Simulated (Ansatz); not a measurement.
The starting structures come from a database of crystals and need not be the phases stable at ambient conditions.

Data:

```
CELL_PARAMETERS angstrom
      5.03128     0.00000     0.00000
      2.51564     4.74126     0.00000
      2.51564    -1.33476     4.23239
ATOMIC_POSITIONS crystal
  Li 0.43356 0.84966 0.28322
  Li 0.43356 0.34966 0.78322
  Ta 0.00109 0.99837 0.99946
  Ta 0.00109 0.49837 0.49946
  O  0.51896 0.70551 0.61431
  O  0.16122 0.70551 0.22447
  O  0.90880 0.70551 0.86673
  O  0.16122 0.20551 0.11431
  O  0.90880 0.20551 0.72447
  O  0.51896 0.20551 0.36673
```

The cell is strained (lengths across the current scaled by 0.98, ions clamped); by PBEsol it stands under a pressure of 8.8 GPa.

Transport runs along the normal of the first two printed cell vectors.

The gap is the functional's own. No spin-orbit coupling. Mid-gap values are those at the computed energy nearest the middle.

Q: State the band gap and the smallest decay constant κ at mid-gap according to PBEsol run with Ansatz (a first-principles code).

A: Gap 3.99 eV on a 8×8×8 mesh; κ = 0.394 1/Å, at the zone centre.
